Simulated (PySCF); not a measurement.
PySCF 2.14.0, BP86/def2-svpd, df: Nb(F)2(SH)3 ([F][Nb]([F])([SH])([SH])[SH]), 9 atoms. The geometry is a generated start, not checked to be a minimum at this level.

```
Item                                                Result
-------------------------  -------------------------------
task                                                energy
method                                                bp86
basis                                            def2-svpd
two-electron scheme                        density fitting
mol.max_memory                                     3000 MB
mf.max_cycle                                           100
mf.init_guess                              minao (default)
mf.DIIS                                    CDIIS (default)
mf.diis_space                                  8 (default)
mf.conv_tol                                1e-09 (default)
mf.grids.level                                 3 (default)
effective core potentials  those of the basis set, past Kr
basis functions                                        185
grid points                                         137032
```

```xyz
9

Nb    -0.0922    -0.0034     0.1152
F      1.2228    -0.0779    -1.0599
F     -1.4000     0.0659     1.2846
S     -1.5791     0.8389    -1.6483
H     -2.6726     0.9389    -0.8925
S      0.0806    -2.4277     0.4894
H      1.0415    -2.6709    -0.4026
S      1.1818     1.6010     1.4710
H      2.2172     1.7353     0.6431
```

Charge 0 and multiplicity 1 are set for this test and not shown to be the ground state.

One run each on 2 threads, 1 BLAS thread. Values of level_shift (Hartree) tried: 0 (default), 0.1, 0.3, 1.

**Question.** Predict the course of the Fock builds along this series.

**Answer.** Fewest Fock builds: 0.1 with 20. The count rises to 53 at 1. All converge to one solution.

```csv
level_shift (Hartree),Fock builds,end
0 (default),23,same solution
0.1,20,same solution
0.3,26,same solution
1,53,same solution
```
